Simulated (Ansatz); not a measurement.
Consider CdS in the wurtzite structure (space group P6_3mc, No. 186; a = 4.074 Å, c = 6.637 Å).

Method: Ansatz (a quantum-chemistry and plane-wave program), LDA, PAW, cutoff 420 eV, spin-orbit coupling left out.

Before the change:

| Item | Value |
|---|---|
| Electron mass | 0.11 mₑ along c, 0.11 mₑ across (at Γ) |
| Band gap | 1.03 eV |
| Density | 5.03 g/cm³ |

Now apply this change: a hydrostatic pressure of 0.9 GPa.

Q: How does this affect the electron mass?

A: The electron mass goes from 0.11 mₑ along c, 0.11 mₑ across (at Γ) to 0.11 mₑ along c, 0.12 mₑ across (at Γ).

Q: Predict the new band gap.

A: The band gap goes up by 0.03 eV (1.03 eV → 1.06 eV).

Q: What happens to the density?

A: The density goes up by 0.065 g/cm³ to 5.09 g/cm³.

Load acts through the strain it causes; cell and atoms are relaxed under it. Masses are band curvatures over ±0.01 Å⁻¹ around the edge. No phonon test of stability was made.
